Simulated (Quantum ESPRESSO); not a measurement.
**Habitual settings against a tight run: a sheet of MgI₂ (3 atoms in the cell)**

Self-consistent single point.

```xyz
3
Lattice="4.1016 0.0000 0.0000 -2.0508 3.5520 0.0000 0.0000 0.0000 17.3351" Properties=species:S:1:pos:R:3 pbc="T T T"
Mg     0.0000     0.0000     8.6676
I      0.0000     2.3680    10.3351
I      2.0508     1.1840     7.0000
```

Method: PBE, GBRV 1.5 ultrasoft (PBE) pseudopotentials (plane waves; Quantum ESPRESSO).

Base settings: ecutwfc = 40 Ry; ecutrho = 200 Ry; occupations = smearing; smearing = mp; degauss = 0.019992 Ry; potentials = {Mg: mg_pbe_v1.4.uspp.F.UPF, I: i_pbe_v1.uspp.F.UPF}; K_POINTS = automatic 8 8 1 0 0 0; conv_thr = 1e-11 Ry; mixing_beta = 0.4.

Tight run (finer mesh or higher cutoff; not a proven limit): ecutwfc: 40 Ry → 56 Ry; ecutrho: 200 Ry → 280 Ry; conv_thr: 1e-11 Ry → 7.3e-11 Ry; K_POINTS: automatic 8 8 1 0 0 0 → automatic 11 11 1 0 0 0. It gave top of the valence band (on the code's own zero) -2.45 eV; gap on the k-point mesh 3.69 eV; pressure averaged over the cell with its vacuum 0.69 GPa; largest force (vector length) 0.218 eV/Å.

Quick runs, as changes from the base:
- A: the base itself
- B: ecutwfc: 40 Ry → 20 Ry; ecutrho: 200 Ry → 100 Ry; smearing: mp → gauss; degauss: 0.019992 Ry → 0.036749 Ry; pseudopotentials: {Mg: mg_pbe_v1.4.uspp.F.UPF, I: i_pbe_v1.uspp.F.UPF} → {Mg: mg_lda_v1.4.uspp.F.UPF, I: i_lda_v1.uspp.F.UPF}; K_POINTS: automatic 8 8 1 0 0 0 → automatic 2 2 1 0 0 0 [LDA (PZ)]
- C: ecutwfc: 40 Ry → 24 Ry; ecutrho: 200 Ry → 120 Ry; K_POINTS: automatic 8 8 1 0 0 0 → automatic 1 1 1 0 0 0
- D: ecutwfc: 40 Ry → 20 Ry; ecutrho: 200 Ry → 100 Ry; conv_thr: 1e-11 Ry → 7.3e-05 Ry
- E: ecutwfc: 40 Ry → 32 Ry; ecutrho: 200 Ry → 160 Ry; degauss: 0.019992 Ry → 0.0147 Ry; pseudopotentials: {Mg: mg_pbe_v1.4.uspp.F.UPF, I: i_pbe_v1.uspp.F.UPF} → {Mg: mg_lda_v1.4.uspp.F.UPF, I: i_lda_v1.uspp.F.UPF}; K_POINTS: automatic 8 8 1 0 0 0 → automatic 6 6 1 0 0 0 [LDA (PZ)]
- F: ecutwfc: 40 Ry → 32 Ry; ecutrho: 200 Ry → 160 Ry; smearing: mp → gauss; degauss: 0.019992 Ry → 0.0147 Ry; K_POINTS: automatic 8 8 1 0 0 0 → automatic 2 2 1 0 0 0

Dashes: energy of B, E, another energy zero; gap of B, C, F, left out as unsure on this mesh or at this smearing; time of B, C, D, under 30 s.

Gaps are read on each run's own mesh, which may miss the band edges.

† marks runs with another functional, U, potentials or spin treatment: their distance from the tight run is not a convergence error alone.

The count of work is k-points × plane waves × bands × iterations; it is no time. Core times come from one kind of shared machine and are given to one figure; runs under 30 s give none.

The starting cell was generated: these elements placed on a structure prototype, without a prior relaxation; it need not be a known phase or ordering of this composition. Its lattice was rescaled in the plane by a random factor within 2.5 % of one. Spin-orbit coupling is off.

```tsv
run	energy less tight (meV/atom)	largest miss in a force vector (eV/Å)	gap on the mesh less tight (eV)	count of work / tight	core time / tight (rough)
A	1.2	0.001	-0.037	0.42	0.4
B†	–	0.564	–	0.030	–
C	3455.2	0.456	–	0.023	–
D	2073.7	0.039	-0.069	0.068	–
E†	–	0.329	-0.186	0.21	0.2
F	347.4	0.216	–	0.065	0.2
```

The base run finds a smaller gap than the tight one, whose mesh may miss a band edge.

Among the runs at the tight run's level, the energy misses run from 1.2 to 3455.2 meV/atom.

Left out of this page: 1 run of the series outside the window shown, repeating another row's setting, or not comparable.
